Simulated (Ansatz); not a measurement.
Where the default PAW files enter, the runs use the earlier of Ansatz's two default sets.

Input:

```xyz
2
Lattice="3.8094 0.0000 0.0000 -1.9047 3.2991 0.0000 1.9047 -1.0997 3.1104" Properties=species:S:1:pos:R:3 pbc="T T T"
Zn     0.0000     0.0000     0.0000
S      0.0000     2.1994     0.7776
```

Space group of this cell: F-43m, zinc blende. The cell is taken as given; by PBEsol its mean pressure is -1.3 GPa.

Transport runs along the normal of the first two printed cell vectors, the (111) plane of the conventional cell.

The gap is the functional's own, uncorrected, and κ follows it; spin-orbit coupling is left out. Mid-gap means the computed energy nearest the middle.

Question: Estimate the band gap and the smallest decay constant κ at mid-gap that PBEsol (Ansatz, a quantum-chemistry and plane-wave program) returns for this system.

Answer: Gap 2.01 eV on a 10×10×10 mesh; κ = 0.139 1/Å, at the zone centre.
